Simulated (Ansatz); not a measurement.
Bond-angle distributions (per cent of the angles at each element, bins of 10°) of a relaxed model of amorphous Nb₁₆O₄₂Ti at 4.22 g/cm³. Level of theory: PBE, scalar-relativistic without spin-orbit coupling (plane waves to 420 eV, PAW; Ansatz, a quantum-chemistry and plane-wave program).

The cell was made by melting and quenching with the CHGNet potential and then relaxed with DFT. O atoms were pushed apart under 1.9 Å during the dynamics, to hinder bonds among them. The hot cell started wider than the set density and was brought back towards it in steps. It is the lowest in DFT energy of 2 quenches. It is a model cell: composition and starting density were chosen by hand, and all elements were melted together. No dispersion term was used. Its density started from a set value of 4.26 and ended at 4.22 g/cm³. The quench (nominally 210 K/ps over its main leg) was far faster than any real one, so the model tends to hold more defects than a real film. Values belong to this one cell and scatter from quench to quench. The volume was free in the relaxation, at fixed shape. Stress components on the final sampling reach 1.5 GPa. On a 2×2×2 Γ-centred mesh force components of up to 0.14 eV/Å stay, since the relaxation ran on the zone centre alone.

Neighbours within Nb-Nb 3.12 Å, Nb-O 2.60 Å, Nb-Ti 3.12 Å, O-O 1.58 Å, O-Ti 2.49 Å, Ti-Ti 3.12 Å count as bonded. Two cations that share two anions don't count as bonded, nor two that share one unless they lie closer than Nb-Nb 3.04 Å, Nb-Ti 3.04 Å, Ti-Ti 3.04 Å.

```json
[
 {"angle (°)": "50-60", "at Nb": "0", "at O": "0"},
 {"angle (°)": "60-70", "at Nb": "3", "at O": "0"},
 {"angle (°)": "70-80", "at Nb": "15", "at O": "0"},
 {"angle (°)": "80-90", "at Nb": "20", "at O": "2"},
 {"angle (°)": "90-100", "at Nb": "20", "at O": "9"},
 {"angle (°)": "100-110", "at Nb": "9", "at O": "16"},
 {"angle (°)": "110-120", "at Nb": "10", "at O": "8"},
 {"angle (°)": "120-130", "at Nb": "3", "at O": "11"},
 {"angle (°)": "130-140", "at Nb": "3", "at O": "17"},
 {"angle (°)": "140-150", "at Nb": "5", "at O": "23"},
 {"angle (°)": "150-160", "at Nb": "4", "at O": "6"},
 {"angle (°)": "160-170", "at Nb": "6", "at O": "5"},
 {"angle (°)": "170-180", "at Nb": "1", "at O": "3"}
]
```

They go with these counts of neighbours within the cut-offs, cation contacts included: Nb mean 5.6, most often 6; O mean 2.3, most often 2.
